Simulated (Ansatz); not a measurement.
A self-consistent single point of Ag (R-3m, 3 atoms in the cell) with Ansatz (a first-principles code)

Computed with LDA (PW92), default PAW files made with PBE (plane waves; Ansatz).

This input was run:

Ansatz 0.2 input:
```yaml
crystal:
  lattice:
    - [1.465680, 0.846211, 7.168627]
    - [-1.465680, 0.846211, 7.168627]
    - [0.000000, -1.692421, 7.168627]
  atoms:
    - { symbol: Ag, position: [0.000000, 0.000000, 0.000000] }
    - { symbol: Ag, position: [0.777717, 0.777717, 0.777717] }
    - { symbol: Ag, position: [0.222283, 0.222283, 0.222283] }
basis:
  ecutwfc: 420.0
kpoints:
  mp_grid: { grid: [13, 13, 13] }
hamiltonian:
  xc: lda
  pseudopotentials: { kind: paw }
scf:
  occupations: { method: fermi_dirac, width: 0.1 }
output:
  forces: true
  eigenvalues: true
  stress: true
```

Output, abridged:

```
WARN ansatz: RAYON_NUM_THREADS=1 ignored (pool sized by the plan → 1); use --threads N
basis.fft_grid_basis auto: the FFT boxes are laid along the combinations [[1, 0, -1], [0, 1, -1], [0, 0, 1]] of the cell's own vectors, 2.931, 2.931 and 7.366 …
Pseudopotentials: kind: paw
Pseudopotential: Ag, paw, valence charge 19
Crystal: 3 atoms, lattice volume = 53.346 Å³
Basis set: ecut = 420 eV, 1013 PW (Γ), FFT grids on a1−a3, a2−a3, a3
Bands: 35, of which v1, the nominal top of the filled ones, is band 29 counted from 1 (28 counted from 0)
Symmetry: 12 space group operations
Space group: R-3m (ITA 166), of the structure as read, at distance tolerance 3.8e-5 Å
k-points: 231 of 2197
PAW frozen core: Ag, regenerated for the run's functional, and the local potential with it
Initial density: superposition of atomic densities (neutral atoms: chi_scale 0, normalization atom), corrected by the library's trained network
Initial wavefunctions: pseudopotential atomic-orbital guess
Eigensolver: davidson
Functional: x = slater, c = lda
SCF iter   1: F=—  HF=-22374.290493 eV  |F-HF|=—  |Δ(HF+E_count)|=         —  Δρ=1.41e-2  dr2=9.18e-2  ethr=1.77e-3  ⟨swp⟩=5.4  Hψ=27438  notcnv=0  defer=81
all-band conjugate gradients solve this SCF's bands
preconditioner: auto → Kerker (q_TF=auto, 2.759 Å⁻¹)
SCF iter   2: F=—  HF=-22374.266062 eV  |F-HF|=—  |Δ(HF+E_count)|=   2.44e-2  Δρ=4.27e-3  dr2=6.06e-3  ethr=1.61e-4  ⟨swp⟩=2.5  Hψ=14026  notcnv=0  defer=98
SCF iter   3: F=—  HF=-22374.264172 eV  |F-HF|=—  |Δ(HF+E_count)|=   1.89e-3  Δρ=1.72e-3  dr2=5.98e-4  ethr=1.06e-5  ⟨swp⟩=2.2  Hψ=10035  notcnv=0  defer=99
SCF iter   4: F=—  HF=-22374.264030 eV  |F-HF|=—  |Δ(HF+E_count)|=   1.41e-4  Δρ=1.97e-4  dr2=1.68e-5  ethr=1.05e-6  ⟨swp⟩=2.9  Hψ=16137  notcnv=0  defer=99
SCF iter   5: F=—  HF=-22374.264032 eV  |F-HF|=—  |Δ(HF+E_count)|=   1.40e-6  Δρ=4.20e-5  dr2=3.05e-6  ethr=2.95e-8  ⟨swp⟩=2.1  Hψ=11596  notcnv=0  defer=99
SCF iter   6: F=—  HF=-22374.264031 eV  |F-HF|=—  |Δ(HF+E_count)|=   5.02e-7  Δρ=2.33e-5  dr2=4.34e-7  ethr=5.35e-9  ⟨swp⟩=2.6  Hψ=12874  notcnv=0  defer=99
SCF iter   7: F=—  HF=-22374.264031 eV  |F-HF|=—  |Δ(HF+E_count)|=   1.03e-7  Δρ=8.86e-6  dr2=1.04e-7  ethr=1.75e-10  ⟨swp⟩=7.8  Hψ=30351  notcnv=0
SCF iter   8: F=-22374.264031 eV  HF=-22374.264031 eV  |F-HF|=9.17e-10  |Δ(HF+E_count)|=   2.09e-8  Δρ=1.97e-6  dr2=2.00e-9  ethr=1.75e-10  ⟨swp⟩=3.1  Hψ=22439  notcnv=0
SCF 1 converged in 8 iterations: F = -22374.264031 eV  dr2 = 2.00e-9
SCF converged after 8 iterations
Free energy (F): -22374.264031 eV
Harris-Foulkes:  -22374.264031 eV  (|F-HF|=9.17e-10)
Internal energy: -22374.236950 eV  (E = F + TS)
E sigma→0 (E₀):  -22374.250491 eV
Entropy (-TS):   -0.027081 eV (-9.027 meV/atom)
Fermi energy:    16.073745 eV
--- Per-component energies (eV) ---
  E_band       = -767.292603
  E_kinetic    = 1580.173553
  E_local      = -6789.613485  (includes V_loc(G=0)·N_el)
  E_nonlocal   = 259.776585
  E_hartree    = 3062.178415
  E_xc         = -549.875263
  E_vxc        = -702.280196  (∫ρ·V_xc dr)
  E_paw        = -11310.924143  (= ΣΔE_a)
  E_vpaw       = -1239.706166  (= ΣTr[D̂ρ^β])
  E_aug_tail   = 0.000824  (compensation charges beyond the density's cutoff)
  E_ewald      = -8628.127859
  E_core_change = 2.174422  (= ΣΔE_core)
  E_smearing   = -0.027081  (= −TS)
  E_closure    = 0.000000  (closes the sum)
  Σ components = -22374.264031   (vs F -22374.264031, Δ=0.00e0)
--- Forces (eV/Å), atoms counted from 1 ---
  atom   1  Ag     0.00000000     0.00000000    -0.00000000
  atom   2  Ag     0.00000000    -0.00000000    -0.00713723
  atom   3  Ag     0.00000000     0.00000000     0.00713723
  max |Σ_I F_I| component: 1.73e-18 eV/Å
--- Stress (GPa, compression-positive) ---
      -11.272572      -0.000000      -0.000000
        0.000000     -11.272572       0.000000
        0.000000       0.000000      -9.739353
  P = ⅓ Tr σ = -10.7615 GPa (-107.615 kbar)
  The stress holds the Pulay correction. Without it, at fixed plane waves, as pw.x and ABINIT print it: P = -10.7817 GPa
--- Band table (eV; the first three rows and the last of 231) ---
  k-point 0: bands = ["-75.6276", "-75.6174", "-75.6166", "-39.1986", "-39.1968", "-39.1135", "-39.1135", "-39.1127", "-39.1127", "-39.0968", "-39.0968", "-39.0918", "8.4529", "9.9818", "9.9826", "11.3970", "11.3970", "11.4143", "11.5108", [...]
  k-point 1: bands = ["-75.6269", "-75.6171", "-75.6161", "-39.2000", "-39.1937", "-39.1198", "-39.1167", "-39.1154", "-39.1143", "-39.1032", "-39.0980", "-39.0929", "8.6139", "10.0927", "10.0990", "11.3362", "11.3451", "11.4671", "11.5437", [...]
  k-point 2: bands = ["-75.6249", "-75.6161", "-75.6147", "-39.2000", "-39.1903", "-39.1355", "-39.1282", "-39.1208", "-39.1205", "-39.1189", "-39.1012", "-39.0963", "9.0681", "10.3688", "10.3802", "11.1347", "11.2169", "11.3532", "11.5523", [...]
  k-point 230: bands = ["-75.6240", "-75.6230", "-75.6132", "-39.2302", "-39.1318", "-39.1291", "-39.1243", "-39.1204", "-39.1060", "-39.1051", "-39.1048", "-39.1024", "9.3426", "9.4114", "9.9751", "11.2207", "11.2999", "11.3559", "11.4658", [...]
```

The run converged in 8 iterations.

The starting cell comes from a database of computed structures (which also holds hypothetical and non-ambient phases and stackings), without a prior relaxation at this level. Its lattice was rescaled by up to half a per cent. With a pressure of about -11 GPa the cell is away from its equilibrium volume at this level. Ansatz's pressure includes its estimate of the finite-basis (Pulay) stress.
